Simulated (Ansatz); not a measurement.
Input:

```
CELL_PARAMETERS angstrom
      3.27944     0.00000     0.00000
     -1.63972     2.84008     0.00000
      0.00000     0.00000     5.29365
ATOMIC_POSITIONS crystal
  Zn 0.66667 0.33333 0.50061
  Zn 0.33333 0.66667 0.00061
  O  0.66667 0.33333 0.87970
  O  0.33333 0.66667 0.37970
```

These are PBE with spin-orbit coupling, rigid bands (plane waves, PAW; Ansatz, a first-principles code) values and carry that method's errors. Condition of this run: functional PBE, cell relaxed with it. Cell: cell and atoms relaxed with PBE.

Problem. Predict the hole conductivity mass (n e² τ/σ) at 300 K, by direction if it differs.

Solution. 1.97 (x), 1.97 (y), 2.9 (z) mₑ.

Problem. What conductivity effective mass do dilute electrons have at 300 K?

Solution. 0.156 mₑ.

Problem. And the band gap?

Solution. 0.73 eV at this level; semilocal functionals usually fall short of the measured gap.

Rigid bands, one relaxation time for all states, no polarons.
